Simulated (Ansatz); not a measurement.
Base system: Au in the fcc (Cu type) structure (space group Fm-3m, No. 225; a = 4.083 Å). Axes: x, y, z lie along the cube axes.

The values are results of PBEsol in Ansatz (plane waves to 420 eV, PAW, spin-orbit coupling left out), not measurements.

Base values:

The shortest interatomic distance is 2.887 Å and the pressure is 0.0 GPa.

It is then changed as follows: the symmetric strain tensor [0.0157 0.0032 -0.0137; 0.0032 0.0028 -0.0015; -0.0137 -0.0015 -0.0170], atoms relaxed at fixed cell.

Problem. What happens to the energy relative to the base, shortest interatomic distance and pressure?

Solution. The energy increases by 2.5 meV/atom; the shortest interatomic distance drops by 0.0409 Å, from 2.887 Å to 2.847 Å; the pressure (mean of the normal stresses, compression positive) hardly moves (0.0 GPa against -0.1 GPa).

Without a gap, meshes like the base's 20×20×20 leave anisotropic stresses uncertain by several tenths of a GPa, and small strain energies with them. Stability against distortions was not tested.

Ansatz is a quantum-chemistry and plane-wave program.
